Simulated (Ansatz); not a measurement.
The starting structures come from a database of crystals and need not be the phases stable at ambient conditions.

By PBEsol, the system below comes out a metal.

Consider the following.

```yaml
crystal:
  lattice:
    - [5.48240, 0.00000, 0.00000]
    - [0.00000, 5.48240, 0.00000]
    - [0.00000, 0.00000, 7.85651]
  atoms:
    - { symbol: Al, position: [0.50000, 0.00000, 0.23625] }
    - { symbol: Al, position: [0.50000, 0.00000, 0.76375] }
    - { symbol: Al, position: [0.00000, 0.50000, 0.23625] }
    - { symbol: Al, position: [0.00000, 0.50000, 0.76375] }
    - { symbol: Pt, position: [0.76285, 0.26285, 0.00000] }
    - { symbol: Pt, position: [0.23715, 0.73715, 0.00000] }
    - { symbol: Pt, position: [0.73715, 0.76285, 0.00000] }
    - { symbol: Pt, position: [0.26285, 0.23715, 0.00000] }
    - { symbol: Pt, position: [0.00000, 0.00000, 0.25402] }
    - { symbol: Pt, position: [0.00000, 0.00000, 0.74598] }
    - { symbol: Pt, position: [0.50000, 0.50000, 0.74598] }
    - { symbol: Pt, position: [0.50000, 0.50000, 0.25402] }
    - { symbol: Pt, position: [0.30989, 0.80989, 0.50000] }
    - { symbol: Pt, position: [0.69011, 0.19011, 0.50000] }
    - { symbol: Pt, position: [0.19011, 0.30989, 0.50000] }
    - { symbol: Pt, position: [0.80989, 0.69011, 0.50000] }
```

The cell is taken as given; by PBEsol it stands under a pressure of -3.1 GPa.

The current flows along the normal of the first two printed cell vectors, the (001) plane of the conventional cell. No spin-orbit coupling; the value is a mean over 0.1 eV about the Fermi level.

**Question.** Compute, with PBEsol (Ansatz, an electronic-structure program), the ballistic conductance per area.

**Answer.** 0.41 × 10¹⁵ S/m² for both spins.
